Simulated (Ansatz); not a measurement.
Response to strain in K

The parent structure is K in the bcc (W type) structure (space group Im-3m, No. 229; relaxed with 0.1 eV smearing).

```
K
1.0
   -2.60731     2.60731     2.60731
    2.60731    -2.60731     2.60731
    2.60731     2.60731    -2.60731
K
1
Direct
  0.00000   0.00000   0.00000
```

Strains are applied to the cell and any free atomic positions relax.

All numbers come from DFT with PBEsol, PAW potentials and a 420 eV plane-wave cutoff in Ansatz (an electronic-structure program), no spin-orbit coupling.

Candidates:
(a) isotropic strain +2.50 %
(b) isotropic strain +2.00 %
(c) isotropic strain +3.00 %
(d) isotropic strain −1.50 %

Notes on the quantities. energy relative to the base: free energy F.

Problem. Order them by energy relative to the base, highest first.

Solution. (c) isotropic strain +3.00 % (+5.7 meV/atom), (a) isotropic strain +2.50 % (+4.0 meV/atom), (b) isotropic strain +2.00 % (+2.5 meV/atom), (d) isotropic strain −1.50 % (+1.9 meV/atom)

Stability against distortions was not tested.
